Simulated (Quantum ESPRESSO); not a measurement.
**Pressure against volume in wurtzite CdSe (space group 186) (Quantum ESPRESSO, PBE)**

```xyz
4
Lattice="4.2235 0.0000 0.0000 -2.1118 3.6577 0.0000 0.0000 0.0000 6.8854" Properties=species:S:1:pos:R:3 pbc="T T T"
Cd     0.0000     2.4385     0.0000
Cd     2.1118     1.2192     3.4427
Se     0.0000     2.4385     2.5889
Se     2.1118     1.2192     6.0316
```

Computed with PBE, PSlibrary PAW (PBE) pseudopotentials (plane waves; Quantum ESPRESSO). Settings: ecutwfc = 58 Ry; ecutrho = 696 Ry; occupations = smearing; smearing = fd; degauss = 0.000734986 Ry; potentials = {Cd: Cd.pbe-n-kjpaw_psl.1.0.0.UPF, Se: Se.pbe-n-kjpaw_psl.1.0.0.UPF}; K_POINTS = automatic 9 9 5 0 0 0; conv_thr = 1e-10 Ry. The cell above is the first row's. The rows scale it uniformly. In all rows fractional positions and the k mesh are held.

| V (Å^3/atom) | P (GPa) |
|---|---|
| 26.592 | ? |
| 27.170 | 5.21 |
| 27.748 | 3.83 |
| 28.326 | 2.60 |
| 28.904 | 1.50 |
| 29.482 | 0.51 |
| 30.060 | -0.37 |
| 30.639 | -1.16 |
| 31.217 | -1.87 |

### Question
Using a cubic, estimate the missing P at V = 26.592 from the other rows, showing the fit.

### Answer
With u = V - 29.2, the rows have u = -2.0300, -1.4520, -0.8740, -0.2960, 0.2820, 0.8600, 1.4390, 2.0170. Least squares gives P = 0.978 - 1.7016·u + 0.1658·u² - 0.01109·u³. Residuals (row less fit): 0.002, -0.002, 0.001, 0.004, -0.001, 0.000, 0.000, 0.001; standard error 0.002 (degrees of freedom: 4). The fitted pressure is zero at V0 = 29.81, where dP/dV = -1.512, so B0 = -V0·dP/dV = 45.1 GPa. At the withheld row, u = -2.6080, so P = 0.978 - 1.7016 × (-2.6080) + 0.1658 × (-2.6080)² - 0.01109 × (-2.6080)³ = 6.740 GPa. The calculation gives 6.75 GPa, 0.010 GPa above the prediction (0.1 % of the range of P in the table). The row lies outside the fitted rows, so this is an extrapolation. From the scatter of the fitted rows alone, a prediction at this place has a standard error of 0.006 GPa, so the miss is 1.6 times that.

Carrying the step between the two nearest rows on in a straight line would have given 6.59, off by 0.16; series whose last step already gives the withheld value aren't shown. The scan was laid around a cell of about the measured size, scaled by a guess for this functional; axis ratios and inner coordinates come from that cell. The runs keep the symmetry of the cell, so they don't test it for distortions. The shape of the cell and the inner coordinates aren't relaxed, so V0 and B0 belong to this uniform scaling; a relaxed crystal lies no higher in energy and is usually softer. Cutoffs and mesh are single choices, not tested for convergence of this quantity. Series with a scatter that would blur these digits, or in which a gap closes, are not shown.
